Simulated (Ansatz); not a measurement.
Input and output of a self-consistent single point for Mg (P-3m1, 2 atoms in the cell) (Ansatz, a quantum-chemistry and plane-wave program).

Level of theory: LDA (PW92), default PAW files made with PBE (plane waves; Ansatz).

The change in words: lattice scaled by 0.98; basis.ecutwfc: 30.9 Ry → 21.7 Ry. Reference geometry:
```xyz
2
Lattice="1.6002 -2.7716 0.0000 1.6002 2.7716 0.0000 0.0000 0.0000 5.1944" Properties=species:S:1:pos:R:3 pbc="T T T"
Mg     1.6002     0.9239     1.3486
Mg     1.6002    -0.9239     3.8958
```

Reference input (self-consistent single point, DFT, LDA (PW92), plane waves, default PAW files made with PBE): basis.ecutwfc = 30.9 Ry; kpoints.mp_grid.grid = 12 12 7; hamiltonian.xc = lda; hamiltonian.pseudopotentials = {kind: paw} (the program's default PAW files); scf.occupations.method = fermi_dirac; scf.occupations.width = 0.0073 Ry. This run's input differs from it in these lines:

Ansatz 0.2 input:
```diff
@@ -2,10 +2,10 @@
   lattice:
-    - [1.600185, -2.771602, 0.000000]
-    - [1.600185, 2.771602, 0.000000]
-    - [0.000000, 0.000000, 5.194370]
+    - [1.568181, -2.716170, 0.000000]
+    - [1.568181, 2.716170, 0.000000]
+    - [0.000000, 0.000000, 5.090483]
   atoms:
-    - { symbol: Mg, position_ang: [1.600185, 0.923869, 1.348594] }
-    - { symbol: Mg, position_ang: [1.600185, -0.923869, 3.895778] }
+    - { symbol: Mg, position_ang: [1.568181, 0.905392, 1.321622] }
+    - { symbol: Mg, position_ang: [1.568181, -0.905392, 3.817862] }
 basis:
-  ecutwfc: 30.9 Ry
+  ecutwfc: 21.7 Ry
 kpoints:
```

Output, abridged:

```
SCF iter   1: F=—  HF=-3803.175470 eV  |F-HF|=—  |Δ(HF+E_count)|=         —  Δρ=7.63e-3  dr2=7.86e-3  ethr=1.77e-3  ⟨swp⟩=5.0  Hψ=7795  notcnv=0
all-band conjugate gradients solve this SCF's bands
preconditioner: auto → none
SCF iter   2: F=—  HF=-3803.164660 eV  |F-HF|=—  |Δ(HF+E_count)|=   1.08e-2  Δρ=2.89e-3  dr2=1.51e-3  ethr=3.93e-5  ⟨swp⟩=2.0  Hψ=3426  notcnv=0
SCF iter   3: F=—  HF=-3803.163816 eV  |F-HF|=—  |Δ(HF+E_count)|=   8.44e-4  Δρ=4.38e-4  dr2=7.25e-5  ethr=7.57e-6  ⟨swp⟩=2.0  Hψ=2464  notcnv=0
SCF iter   4: F=—  HF=-3803.163826 eV  |F-HF|=—  |Δ(HF+E_count)|=   9.58e-6  Δρ=3.68e-5  dr2=1.59e-6  ethr=3.63e-7  ⟨swp⟩=1.0  Hψ=1570  notcnv=0
SCF iter   5: F=—  HF=-3803.163825 eV  |F-HF|=—  |Δ(HF+E_count)|=   4.15e-7  Δρ=1.82e-5  dr2=1.43e-7  ethr=7.94e-9  ⟨swp⟩=1.9  Hψ=1744  notcnv=0
SCF iter   6: F=-3803.163825 eV  HF=-3803.163825 eV  |F-HF|=1.56e-9  |Δ(HF+E_count)|=   3.27e-9  Δρ=3.35e-6  dr2=3.58e-9  ethr=5.00e-10  ⟨swp⟩=3.9  Hψ=4539  notcnv=0
SCF 1 converged in 6 iterations: F = -3803.163825 eV  dr2 = 3.58e-9
Free energy (F): -3803.163825 eV
Internal energy: -3803.137704 eV  (E = F + TS)
E sigma→0 (E₀):  -3803.150765 eV
Entropy (-TS):   -0.026121 eV (-13.060 meV/atom)
Fermi energy:    5.897451 eV
--- Forces (eV/Å), atoms counted from 1 ---
  atom   1  Mg     0.00000000     0.00000000    -0.14253894
  atom   2  Mg    -0.00000000    -0.00000000     0.14253894
--- Stress (GPa, compression-positive) ---
        0.160142       0.000000       0.000000
        0.000000       0.160142      -0.000000
        0.000000       0.000000      -0.605579
  P = ⅓ Tr σ = -0.0951 GPa (-0.951 kbar)
  The stress holds the Pulay correction. Without it, at fixed plane waves, as pw.x and ABINIT print it: P = -1.8856 GPa
```

The run converged in 6 iterations. Against the reference run the free energy rises by 16.0 meV/atom, the pressure goes from -2.18 to -0.10 GPa and the largest force goes from 0.117 to 0.143 eV/Å.

The starting cell has typed, rounded lattice constants, without a prior relaxation at this level. Its lattice was rescaled by up to half a per cent. One atom was moved a little off its site on purpose. For this run, on top of that: lattice scaled by 0.98. Ansatz's pressure includes its estimate of the finite-basis (Pulay) stress. Without the estimate this run gives -1.89 GPa. The cutoff lies below the one recommended for these files.
